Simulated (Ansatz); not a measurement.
The parent structure is Cu in the fcc (Cu type) structure (space group Fm-3m, No. 225; a = 3.5638 Å; relaxed with 0.1 eV smearing).

Level of theory: PBEsol in Ansatz (plane waves to 420 eV, PAW, no spin-orbit coupling).

Strains are applied to the cell and any free atomic positions relax.

One change was made to it. Results:

The energy grows by 1.4 meV/atom; the pressure goes from zero to 2.6 GPa.

Task: What was done to the base?
(A) isotropic strain −1.00 %
(B) isotropic strain −2.00 %
(C) isotropic strain −2.50 %
(D) isotropic strain −0.50 %
(E) isotropic strain +1.50 %

Result: D, isotropic strain −0.50 %. For comparison, the energy relative to the base in the other runs: isotropic strain −2.50 % gives +37 meV/atom; isotropic strain −1.00 % gives +5.5 meV/atom; isotropic strain +1.50 % gives +11 meV/atom; isotropic strain −2.00 % gives +23 meV/atom.

Whether these cells are dynamically stable was not tested. The final runs are not spin-polarised.

Ansatz is an electronic-structure program.
